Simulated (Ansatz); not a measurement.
Take BaLiF3 in the cubic perovskite structure (space group Pm-3m, No. 221; a = 3.9585 Å; a cell from a computed database, its experimental status unchecked) as the base.

Modification: cell and atoms relaxed at a pressure of 10 GPa.

Levels (all Ansatz, a first-principles code, PAW): PBEsol (420 eV, spin-orbit coupling left out); PBEsol+SOC (420 eV, spin-orbit coupling included).

The geometry is relaxed with PBEsol.

| Item | Value |
|---|---|
| PBEsol pressure | 9.99 GPa |
| PBEsol lowest conduction level above the VBM at special points | Γ 6.73 eV; X 8.47 eV; R 8.50 eV; M 9.53 eV |

Question: What does PBEsol+SOC give at this geometry for the pressure, hole mass and lowest conduction level above the VBM at special points?

Answer: The pressure stays 9.99 GPa; the hole mass (degenerate bands, along [100]) is 0.99, 2.3 mₑ (at Γ); the lowest conduction level above the VBM at special points becomes Γ 6.66 eV; X 8.40 eV; R 8.40 eV; M 9.46 eV (PBEsol: Γ 6.73 eV; X 8.47 eV; R 8.50 eV; M 9.53 eV). The threefold valence maximum splits by Δso ≈ 0.20 eV.

Single points use the geometry relaxed with PBEsol. The spin-orbit shifts are approximate. The levels and masses belong to the bands next to the band gap. Load acts through the strain it causes; cell and atoms are relaxed under it. Effective masses come from finite differences of ±0.01 Å⁻¹. Stability against distortions was not tested. Competing high-pressure phases were not computed. Many cubic perovskites are stable only at high temperature; tilts and polar distortions were not tested.
